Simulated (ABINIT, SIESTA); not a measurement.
An ABINIT input for a self-consistent single point of Rb₂Te (Fm-3m, 3 atoms in the cell) (DFT, LDA (PW92), plane waves, norm-conserving pseudopotentials (PseudoDojo nc-sr-04 LDA standard)):

```
# Rb2Te, PseudoDojo nc-sr-04 LDA standard
pp_dirpath "./"
pseudos "Rb.upf, Te.upf"
acell 6.0543967529 6.0543967529 6.0543967529 Angstrom
rprim
         0.0000000000    0.7071067812    0.7071067812
         0.7071067812    0.0000000000    0.7071067812
         0.7071067812    0.7071067812    0.0000000000
natom 3
ntypat 2
znucl 37 52
typat 1 1 2
xcart
         2.1405525000    2.1405525000    2.1405525000
         6.4216575000    6.4216575000    6.4216575000
         0.0000000000    0.0000000000    0.0000000000
      Angstrom
ecut 1116 eV
ixc 7
occopt 3
tsmear 0.02 eV
nband 23
kptopt 1
ngkpt 6 6 6
nshiftk 1
shiftk 0 0 0
nstep 100
toldfe 1.0e-09
prtwf 0
prtden 0
```

### Question
Write the same calculation as an input for SIESTA.

### Answer
This is the input that was run; spellings and numerical settings could be chosen otherwise.

```
# files in the folder: Rb.psml Te.psml (PseudoDojo LDA standard)
SystemName  Rb2Te
SystemLabel rb2te

NumberOfAtoms                3
NumberOfSpecies              2
%block ChemicalSpeciesLabel
  1 37 Rb
  2 52 Te
%endblock ChemicalSpeciesLabel
LatticeConstant              1.0 Bohr
%block LatticeVectors
     0.000000000    8.090115961    8.090115961
     8.090115961    0.000000000    8.090115961
     8.090115961    8.090115961    0.000000000
%endblock LatticeVectors
AtomicCoordinatesFormat      Ang
%block AtomicCoordinatesAndAtomicSpecies
     2.140552500    2.140552500    2.140552500  1
     6.421657500    6.421657500    6.421657500  1
     0.000000000    0.000000000    0.000000000  2
%endblock AtomicCoordinatesAndAtomicSpecies

XC.functional                LDA
XC.authors                   PW92
PAO.BasisSize                DZP
PAO.EnergyShift              0.01 Ry
MeshCutoff                   400 Ry
%block kgrid.MonkhorstPack
    6   0   0  0.0
    0   6   0  0.0
    0   0   6  0.0
%endblock kgrid.MonkhorstPack
OccupationFunction           FD
ElectronicTemperature        232.09 K

MaxSCFIterations             150
SCF.Mixer.Method             Pulay
SCF.Mixer.Weight             0.2
SCF.Mixer.History            6
SCF.DM.Tolerance             1.0E-04
Diag.ParallelOverK           true
WriteForces                  true
```

Basis settings and potentials, where a program has them, do not carry over. This input uses DFT, LDA PW92, numerical atomic orbitals DZP, PseudoDojo LDA standard norm-conserving potentials (rewritten from UPF to PSML). LDA parametrisations can differ slightly between programs. Both were run: pressure -1.27 GPa in ABINIT and -1.28 in SIESTA; gap on the mesh 1.648 eV in ABINIT and 1.407 in SIESTA.

On ABINIT: the starting cell comes from a database of computed structures (which also holds hypothetical and non-ambient phases and stackings), without a prior relaxation at this level. Spin-orbit coupling is off.

On SIESTA: the starting cell comes from a database of computed structures (which also holds hypothetical and non-ambient phases and stackings), without a prior relaxation at this level. Spin-orbit coupling is off. Values carry the incompleteness of an atom-centred basis. The basis of the alkali or alkaline-earth atoms may lack their empty d shell, which can raise the gap.
